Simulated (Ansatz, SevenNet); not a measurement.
## Formation enthalpy of CsCl-type AuZn (cubic form, which distorts at low temperature): levels of theory against measurement

Reference value: -0.235 ± 0.04 eV/atom (measured, temperature not stated, no zero-point or thermal correction; as tabulated in Nepal et al. (2020), arXiv:2007.11150).

**Question.** What do SevenNet-l3i5, LDA, PBE, RPBE, rVV10, r²SCAN+rVV10, HSE06, r²SCANh, Hartree–Fock give, and how far is each from the reference?

**Answer.** 
```csv
level (code),value (eV/atom),difference (eV/atom)
SevenNet-l3i5,-0.217,+0.018
LDA (Ansatz),-0.225,+0.010
PBE (Ansatz),-0.213,+0.022
RPBE (Ansatz),-0.210,+0.025
rVV10 (Ansatz),-0.186,+0.049
r²SCAN+rVV10 (Ansatz),-0.221,+0.014
HSE06 (Ansatz),-0.259,-0.024
r²SCANh (Ansatz),-0.239,-0.004
Hartree–Fock (Ansatz),-0.220,+0.015
```

Any of these levels can be the nearest once the reference is moved by up to 0.050 eV/atom (a margin picked here for doubts on the reference and the settings, and for temperature and zero-point motion) and values within 0.010 eV/atom count as equal. Within the reference's own bar: SevenNet-l3i5, LDA, PBE, RPBE, r²SCAN+rVV10, HSE06, r²SCANh, Hartree–Fock.

The reference isn't brought to a static lattice, while the calculations are for one, so the differences are not the levels' errors alone.  Density-functional levels without +SOC have no spin–orbit coupling, which shifts binding energies of heavy elements. LDA, PBE, RPBE, rVV10, r²SCAN+rVV10, HSE06, r²SCANh, Hartree–Fock: symmetry holds this phase in the static calculation, where it need not be a minimum. HSE06: exact exchange on metals is sensitive to the k mesh and can open a false gap. HSE06: the run warned that the count of filled bands differs between k points. Hartree–Fock: the cell is over a tenth larger than the published one: the level's own overestimate first of all, though another phase or state, or a fault of the published cell, is possible. Hartree–Fock: an element that serves as reference has a cell well above its measured volume. Each level is taken at its own relaxed cell. Cutoffs and k meshes differ between the levels. Ansatz's density-functional and Hartree–Fock values are scalar-relativistic unless marked +SOC, with PAW data made under PBE.

Machine-learned potentials (SevenNet-l3i5) are trained on DFT data: a solid inside that data is no test of them.

Differences are worked out from the printed values.

Ansatz is a first-principles code.
